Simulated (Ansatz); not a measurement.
Take Sn (space group I4_1/amd, No. 141; a = 5.9470 Å, c = 3.2123 Å) as the base.

(Cell as relaxed with PBE.)

Levels (all Ansatz, a program for electronic structure, PAW): PBE (420 eV, without spin-orbit coupling); r2SCAN (500 eV, without spin-orbit coupling).

Each level relaxes its own structure.

| quantity | PBE | r2SCAN |
|---|---|---|
| volume per atom | 28.40 Å³ | ? |
| lattice parameter a | 5.947 Å | ? |
| lattice parameter c | 3.212 Å | ? |
| band gap | zero | ? |

### Question
Given the PBE results, estimate those of r2SCAN.

### Answer

- volume per atom, r2SCAN: 27.58 Å³
- lattice parameter a, r2SCAN: 5.886 Å
- lattice parameter c, r2SCAN: 3.184 Å
- band gap, r2SCAN: zero

PBE's volume per atom lies 0.825 Å³ above r2SCAN's (3.0 %); PBE's lattice parameter a lies 0.061 Å above r2SCAN's (1.0 %); PBE's lattice parameter c lies 0.0286 Å above r2SCAN's (0.9 %); the two agree on the band gap. Neither level is exact; r2SCAN is the comparison here, not a measurement.

Stability against distortions was not tested.
